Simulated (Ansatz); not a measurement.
Functionals compared on H2O on the 1x1 (111) surface of fcc Al, one in a 2x2 cell, started at the site 'bridge Al-Al (span 2.9 Å)', in Ansatz (plane waves, PAW). The structure was relaxed with PBE; the other rows are single points on it, each with its references at the same level. Cutoff 420 eV (500 eV for r2SCAN).

Set-up: 19 atoms, 7.0 Å thick at the start under the adsorbate (thin: gaps and levels are the slab's own); mesh 6x6x1; 0.1 eV smearing; dipole correction on; 8 atoms held, the rest relaxed; no symmetry held; no spin, no spin-orbit, no U, no dispersion correction. At the end it is bonded to Al. In PBE it is, or lies within 0.03 eV of, the lowest of the starts that converged. These notes are the PBE run's. Adsorption energies are against H2O(g). A negative adsorption energy means that the adsorbate is more stable on the surface than in its reference.

| functional | adsorption energy (eV) | work function of the top face (eV) | change of the work function (eV) | rough cost of the single point |
|---|---|---|---|---|
| PBE | -0.23 | 3.00 | -1.03 | – |
| RPBE | ___ | ___ | ___ | around 30 core-seconds (rough) |
| r2SCAN | -0.28 | 2.89 | -1.19 | roughly 70 core-seconds |

Question: Some entries are withheld; supply them.

Answer: 
- RPBE, adsorption energy (eV): -0.05
- RPBE, work function of the top face (eV): 2.91
- RPBE, change of the work function (eV): -1.05

Ansatz is a first-principles code.
